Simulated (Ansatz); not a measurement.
Carrier properties of SrTiO3 under load (space group Pm-3m)

```
SrTiO3
1.0
    3.87750     0.00000     0.00000
    0.00000     3.87750     0.00000
    0.00000     0.00000     3.87750
Sr Ti O
1 1 3
Direct
  0.00000   0.00000   0.00000
  0.50000   0.50000   0.50000
  0.50000   0.00000   0.50000
  0.00000   0.50000   0.50000
  0.50000   0.50000   0.00000
```

The numbers are results of PBEsol with spin-orbit coupling, rigid bands (plane waves, PAW; Ansatz, a quantum-chemistry and plane-wave program), not measurements. Condition of this run: hydrostatic pressure 2 GPa (the target of the relaxation). Geometry: cell and atoms relaxed with PBEsol, then loaded as said.

| Property | Value |
|---|---|
| band gap | 1.86 eV |
| electron conductivity mass (300 K, dilute) | 0.64 mₑ |
| hole conductivity mass (300 K, dilute) | 1.85 mₑ |
| effective density of states N_c (300 K) | 5.6e19 cm⁻³ |
| effective density of states N_v (300 K) | 2.3e20 cm⁻³ |
| density-of-states mass, electrons | 1.71 mₑ |
| density-of-states mass, holes | 4.4 mₑ |
| Seebeck coefficient, n-type 1e19 cm⁻³, 300 K | -389 μV/K |
| Seebeck coefficient, p-type 1e19 cm⁻³, 300 K | 512 μV/K |

Rigid bands; masses and Seebeck coefficients take one relaxation time τ for all states and one kind of carrier; polarons and phonon drag are left out.
